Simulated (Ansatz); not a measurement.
# LiTaO3 (model structure, P4mm, No. 99, 5 atoms in the cell)

Computed with HSE06+SOC (Ansatz, a first-principles code, plane waves, PAW).

Numerical settings: plane-wave cutoff 460 eV, 6×6×6 k mesh, Fermi–Dirac smearing 0.01 eV, PAW data made under PBE.

Cell (relaxed with PBEsol):

```cif
data_LiO3Ta
_chemical_formula_sum 'Ta1 Li1 O3'
_space_group_name_H-M_alt 'P 1'
_space_group_IT_number 1
_cell_length_a 3.91964
_cell_length_b 3.91964
_cell_length_c 4.00302
_cell_angle_alpha 90.000
_cell_angle_beta 90.000
_cell_angle_gamma 90.000
loop_
_space_group_symop_operation_xyz
  'x, y, z'
loop_
_atom_site_label
_atom_site_type_symbol
_atom_site_fract_x
_atom_site_fract_y
_atom_site_fract_z
_atom_site_occupancy
Ta1 Ta 0.50000 0.50000 0.40923 1
Li1 Li 0.00000 0.00000 0.15092 1
O1 O 0.50000 0.50000 0.86631 1
O2 O 0.50000 0.00000 0.33977 1
O3 O 0.00000 0.50000 0.33977 1
```

* **band gap**: 3.75 eV (on the SCF k mesh) (indirect)
* **smallest direct gap on the k points sampled**: 4.72 eV

Note: the relaxation could raise the start's symmetry but not lower it, so the cell can be a saddle point; cell and atoms aren't relaxed at this level (pressure -1.0 GPa).

Cost on a shared machine: very roughly 6 core-minutes.

A model structure was made by putting elements into a prototype or built by hand; it is no filed structure, need not be a known phase, and can be a saddle point held by its symmetry.
